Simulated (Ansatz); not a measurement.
Take NaCl in the rock salt structure (space group Fm-3m, No. 225; a = 5.6015 Å) as the base. Axes: x, y, z lie along the cube axes.

Computed with PBEsol (Ansatz, a first-principles code, PAW, spin-orbit coupling left out).

Base values:

```
Item                   Result
-------------  --------------
Electron mass  0.39 mₑ (at Γ)
```

Perturbation: tensor shear ε_xy = +1.71 % (engineering shear γ = 0.0342), atoms relaxed at fixed cell.

**Question.** How does this affect the stress?

**Answer.** The stress (xx, yy, zz, yz, xz, xy; compression positive) comes out as (0.02, 0.02, 0.00, 0.00, 0.00, -0.41) GPa.

**Question.** Estimate the effect on the electron mass.

**Answer.** The electron mass is still 0.39 mₑ (at Γ).

The levels and masses belong to the bands next to the band gap. The cells carry an imposed strain or load. Effective masses come from finite differences of ±0.01 Å⁻¹. Stability against distortions was not tested.
